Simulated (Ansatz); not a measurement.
An Ansatz (a quantum-chemistry and plane-wave program) input (PBEsol, PAW, 420 eV (Ansatz; no spin-orbit coupling)):

Ansatz 0.2 input:
```yaml
crystal:
  lattice:
    - [0, 3.0195273527, 3.0195273527]
    - [3.0195273527, 0, 3.0195273527]
    - [3.0195273527, 3.0195273527, 0]
  atoms:
    - { symbol: As, position: [0.75, 0.75, 0.75] }
    - { symbol: Sc, position: [0, 0, 0] }
basis: { ecutwfc: 420, ecutrho_ratio: 4, xc_grid: 2, fft_grid_basis: typed }
kpoints: { mp_grid: { grid: [10, 10, 10] } }
hamiltonian:
  xc: pbesol
  dispersion: none
  pseudopotentials: { kind: paw }
scf: { occupations: { method: fermi_dirac, width: 0.05 }, convergence: { dr2_threshold: 0.0000000002 } }
output: { forces: true, stress: true }
```

Which symmetry and how many k-points will the program report, and about how many plane waves at Γ?

Space group F-43m (ITA 216) with 24 operations, k-points 47 of 1000, and 1067 plane waves at Γ.

Whether these cells are dynamically stable was not tested. The final runs are not spin-polarised. The cell is ScAs in the zinc blende structure (space group F-43m, No. 216; a hypothetical phase, not in the database extracts checked).
